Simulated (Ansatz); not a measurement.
# β-phase GaSe (model structure): properties by level of theory

```csv
level (code),lattice constant a (Å),lattice parameter c (Å)
PBE (Ansatz),3.815,18.225
PBE-D3(BJ) (Ansatz),3.769,15.960
rVV10 (Ansatz),3.843,16.105
HSE06-D3(BJ) (Ansatz),3.729,15.718
```

Ansatz's density-functional and Hartree–Fock values are scalar-relativistic unless marked +SOC, with PAW data made under PBE.

The computed numbers hold no vibrational or temperature effects.

A model structure was made by putting elements into a prototype or built by hand; here it ended with the formula and space group of a phase in our tables.

Ansatz is a program for electronic structure.
